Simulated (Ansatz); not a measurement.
Start from Pd in the fcc (Cu type) structure (space group Fm-3m, No. 225; a = 3.841 Å; relaxed with 0.1 eV smearing). Axes: x, y, z lie along the cube axes.

Computed with LDA, PAW, 420 eV (Ansatz, a first-principles code; no SOC).

Strains are applied to the cell and any free atomic positions relax.

One change was made to it. Results:

```json
[
 {"quantity": "pressure (mean of the normal stresses, compression positive)", "base": "0.0 GPa", "after": "1.1 GPa"},
 {"quantity": "band gap", "base": "zero", "after": "zero"},
 {"quantity": "energy relative to the base (free energy F)", "base": "0 meV/atom", "after": "+0.3 meV/atom"}
]
```

Problem. Which of these changes matches the shifts?
(A) uniaxial strain ε_zz = +2.50 %
(B) uniaxial strain ε_zz = −2.00 %
(C) uniaxial strain ε_zz = +1.50 %
(D) uniaxial strain ε_zz = −0.50 %

Solution. D, uniaxial strain ε_zz = −0.50 %. For comparison, the energy relative to the base in the other runs: uniaxial strain ε_zz = +1.50 % gives +2.6 meV/atom; uniaxial strain ε_zz = +2.50 % gives +7.2 meV/atom; uniaxial strain ε_zz = −2.00 % gives +5.0 meV/atom.

Stability against distortions was not tested. All final runs are without spin polarisation. Pd lies near a magnetic instability that expansion can trigger; it was not tested.
